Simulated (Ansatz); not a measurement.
The reference is MgSe in the rock salt structure (space group Fm-3m, No. 225; a = 5.4724 Å). Axes: x, y, z lie along the cube axes.

All numbers come from r2SCAN (Ansatz, a quantum-chemistry and plane-wave program; PAW; 500 eV plane waves; without spin-orbit coupling).

For the base:

| Quantity | Value |
|---|---|
| Electron mass | 0.48 mₑ along k, 0.25 mₑ across (at X) |

Modification: compressive biaxial strain of 3.00 % in the plane normal to [001], as in epitaxy on a mismatched substrate; the out-of-plane cell vector and the atoms relax.

Question: What happens to the electron mass?

Answer: The electron mass changes from 0.48 mₑ along k, 0.25 mₑ across (at X) to 0.46 mₑ along k, 0.26 mₑ across (at X).

Question: What does the calculation give for the energy relative to the base after the change?

Answer: The energy increases by 18 meV/atom.

The levels and masses belong to the bands next to the band gap. Masses are band curvatures over ±0.01 Å⁻¹ around the edge. Along k means along the line from Γ to the band edge. No phonon test of stability was made.
